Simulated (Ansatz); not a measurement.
# Co2Si under a change: biaxial strain +0.77 %, plane normal [001], relaxed out of plane

The reference is Co2Si (space group Pnma, No. 62; a = 4.8522 Å, b = 3.7041 Å, c = 6.9667 Å; ferromagnetic). Axes: x, y, z lie along a, b, c of the conventional cell.

It is then changed as follows: biaxial strain +0.77 %, plane normal [001], relaxed out of plane (Cartesian); in-plane vectors clamped, the third vector and the atoms free.

Calculations: r2SCAN in Ansatz (plane waves to 500 eV, PAW, scalar-relativistic without spin-orbit coupling). Settings: 10×8×6 k-points, 0.05 eV Fermi–Dirac smearing, for the changed cell.

```json
[
 {"quantity": "volume per atom", "base": "10.43 Å³", "changed": "10.53 Å³", "shift": "+0.10 Å³"},
 {"quantity": "space group", "base": "Pnma (No. 62)", "changed": "Pnma (No. 62)", "shift": "–"},
 {"quantity": "shortest interatomic distance", "base": "2.272 Å", "changed": "2.278 Å", "shift": "+0.006 Å"},
 {"quantity": "pressure (mean of the normal stresses, compression positive)", "base": "0.0 GPa", "changed": "-1.9 GPa", "shift": "-1.9 GPa"},
 {"quantity": "band gap", "base": "zero", "changed": "zero", "shift": "–"},
 {"quantity": "magnetic state", "base": "ferromagnetic", "changed": "ferromagnetic", "shift": "–"},
 {"quantity": "largest site moment", "base": "1.07 μB", "changed": "1.09 μB", "shift": "+0.02 μB"},
 {"quantity": "out-of-plane strain (rough)", "base": "–", "changed": "-0.61 %", "shift": "–"},
 {"quantity": "mean in-plane stress (compression positive) (rough)", "base": "–", "changed": "-2.9 GPa", "shift": "–"}
]
```

The magnetic state is the one reached from the starting moments; the real material's order can differ, and small cells can't hold many antiferromagnetic ones. Without a gap, meshes like the base's 8×10×6 leave anisotropic stresses uncertain by several tenths of a GPa, and small strain energies with them. Whether these cells are dynamically stable was not tested.

Ansatz is a quantum-chemistry and plane-wave program.
